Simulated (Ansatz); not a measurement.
Defect migration in beta Ga2O3 with all lengths changed by +1 %: interstitial Li, charge state +1. Level of theory: PBE, PAW (plane waves to 420 eV; Ansatz, a program for electronic structure).

Settings: 120 host sites, the strained lattice (strain from the relaxed PBE one, atoms relaxed), the Γ point alone, smearing 0.01 eV, spin-restricted, no image-charge correction. Static, classical nuclei. The charge state is imposed; whether it is stable for some Fermi level was not computed. Sites that were not tried may lie lower. The start lies 0.45 eV above the lowest site run (PBE).

Barriers: single points on a 2×2×2 k-point mesh shifted by half a step at the bands' geometries.

Relaxed starting cell (atoms counted from 1):

```
CELL_PARAMETERS angstrom
     12.57951     0.00000     0.00000
      0.00000     9.34277     0.00000
     -2.81058     0.00000    11.53459
ATOMIC_POSITIONS crystal
  Ga 0.08747 0.00037 0.39497
  Ga 0.09104 0.99660 0.89473
  Ga 0.08738 0.33379 0.39499
  Ga 0.10044 0.32440 0.88389
  Ga 0.08727 0.66686 0.39628
  Ga 0.09323 0.66556 0.89420
  Ga 0.40887 0.16575 0.10016
  Ga 0.41289 0.16540 0.60020
  Ga 0.40998 0.50019 0.09987
  Ga 0.41278 0.49982 0.60039
  Ga 0.41021 0.83328 0.10141
  Ga 0.41205 0.83376 0.60147
  Ga 0.15519 0.16668 0.15485
  Ga 0.16131 0.16552 0.65118
  Ga 0.16234 0.50224 0.16512
  Ga 0.16124 0.50099 0.65165
  Ga 0.15650 0.83314 0.15549
  Ga 0.16000 0.83378 0.65582
  Ga 0.34032 0.99935 0.34110
  Ga 0.34313 0.99954 0.84090
  Ga 0.34263 0.33226 0.34156
  Ga 0.34717 0.33282 0.83881
  Ga 0.34288 0.66784 0.34345
  Ga 0.34373 0.66666 0.84083
  O  0.15783 0.99986 0.05332
  O  0.16119 0.99917 0.55167
  O  0.14549 0.33712 0.04846
  O  0.16268 0.33352 0.55037
  O  0.15533 0.66293 0.05453
  O  0.16173 0.66790 0.55235
  O  0.33994 0.16614 0.44301
  O  0.33814 0.16783 0.94232
  O  0.34073 0.49955 0.44324
  O  0.33949 0.49842 0.94226
  O  0.33940 0.83367 0.44434
  O  0.33960 0.83288 0.94378
  O  0.17308 0.00014 0.28153
  O  0.17639 0.99906 0.78129
  O  0.17332 0.33446 0.28083
  O  0.18121 0.33150 0.77465
  O  0.17422 0.66534 0.28355
  O  0.17741 0.66610 0.78104
  O  0.32195 0.16850 0.21234
  O  0.32807 0.16471 0.71374
  O  0.32549 0.49890 0.21454
  O  0.32798 0.50035 0.71392
  O  0.32362 0.83248 0.21454
  O  0.32717 0.83341 0.71519
  O  0.49463 0.00024 0.12739
  O  0.49794 0.99940 0.62852
  O  0.49344 0.33262 0.12770
  O  0.49660 0.33258 0.62803
  O  0.49476 0.66636 0.12778
  O  0.49662 0.66704 0.62773
  O  0.00248 0.16734 0.37074
  O  0.00829 0.16508 0.86726
  O  0.00229 0.50017 0.37169
  O  0.01065 0.49530 0.86324
  O  0.00309 0.83346 0.37008
  O  0.00645 0.83043 0.86921
  Ga 0.58779 0.16540 0.39839
  Ga 0.59182 0.16575 0.89843
  Ga 0.58791 0.49982 0.39821
  Ga 0.59070 0.50017 0.89874
  Ga 0.58863 0.83377 0.39710
  Ga 0.59049 0.83329 0.89717
  Ga 0.90964 0.99664 0.10385
  Ga 0.91321 0.00036 0.60360
  Ga 0.90022 0.32442 0.11468
  Ga 0.91330 0.33378 0.60358
  Ga 0.90745 0.66559 0.10437
  Ga 0.91340 0.66685 0.60231
  Ga 0.65754 0.99952 0.15767
  Ga 0.66036 0.99934 0.65746
  Ga 0.65349 0.33280 0.15982
  Ga 0.65806 0.33225 0.65702
  Ga 0.65697 0.66663 0.15775
  Ga 0.65781 0.66783 0.65515
  Ga 0.83938 0.16553 0.34738
  Ga 0.84549 0.16668 0.84372
  Ga 0.83944 0.50097 0.34694
  Ga 0.83834 0.50223 0.83347
  Ga 0.84067 0.83377 0.34276
  Ga 0.84420 0.83315 0.84309
  O  0.66253 0.16784 0.05628
  O  0.66075 0.16613 0.55557
  O  0.66119 0.49839 0.05634
  O  0.65997 0.49955 0.55536
  O  0.66111 0.83286 0.05480
  O  0.66127 0.83366 0.55424
  O  0.83948 0.99918 0.44690
  O  0.84284 0.99986 0.94526
  O  0.83798 0.33350 0.44822
  O  0.85521 0.33713 0.95011
  O  0.83895 0.66789 0.44623
  O  0.84533 0.66294 0.94405
  O  0.67260 0.16473 0.28485
  O  0.67873 0.16849 0.78624
  O  0.67270 0.50032 0.28468
  O  0.67520 0.49887 0.78407
  O  0.67351 0.83341 0.28338
  O  0.67708 0.83245 0.78403
  O  0.82428 0.99907 0.21729
  O  0.82760 0.00012 0.71704
  O  0.81947 0.33148 0.22396
  O  0.82736 0.33445 0.71774
  O  0.82327 0.66609 0.21754
  O  0.82645 0.66529 0.71503
  O  0.99239 0.16511 0.13137
  O  0.99820 0.16733 0.62788
  O  0.99001 0.49531 0.13534
  O  0.99838 0.50017 0.62688
  O  0.99422 0.83046 0.12936
  O  0.99757 0.83344 0.62847
  O  0.50274 0.99941 0.37005
  O  0.50606 0.00023 0.87119
  O  0.50409 0.33259 0.37056
  O  0.50723 0.33262 0.87089
  O  0.50406 0.66704 0.37085
  O  0.50594 0.66636 0.87082
  Li 0.00036 0.42711 0.99931
```
Cell charge +1.

End state 1 differs by these moves (Å; atoms that move under 0.08 Å are left out):

| atom | element | Δx | Δy | Δz |
|---|---|---|---|---|
| 4 | Ga | -0.12 | 0.09 | 0.12 |
| 6 | Ga | 0.12 | 0.09 | -0.12 |
| 27 | O | 0.11 | 0.00 | 0.07 |
| 29 | O | -0.11 | 0.00 | -0.07 |
| 40 | O | -0.07 | 0.02 | 0.07 |
| 42 | O | 0.07 | 0.02 | -0.07 |
| 58 | O | 0.00 | 0.08 | 0.00 |
| 69 | Ga | 0.12 | 0.09 | -0.12 |
| 71 | Ga | -0.12 | 0.09 | 0.12 |
| 94 | O | -0.11 | 0.00 | -0.07 |
| 96 | O | 0.11 | 0.00 | 0.07 |
| 105 | O | 0.07 | 0.02 | -0.07 |
| 107 | O | -0.07 | 0.02 | 0.07 |
| 111 | O | 0.00 | 0.08 | 0.00 |
| 121 | Li | 0.00 | 1.36 | 0.00 |

Task: What is the computed forward and backward barriers to end state 1 (PBE, PAW)?

Result: forward 0.086 eV, backward 0.086 eV; at the saddle point atom 121 has neighbours O at 1.74, O at 1.75, O at 2.08, O at 2.26 Å. The saddle point's order was not checked.
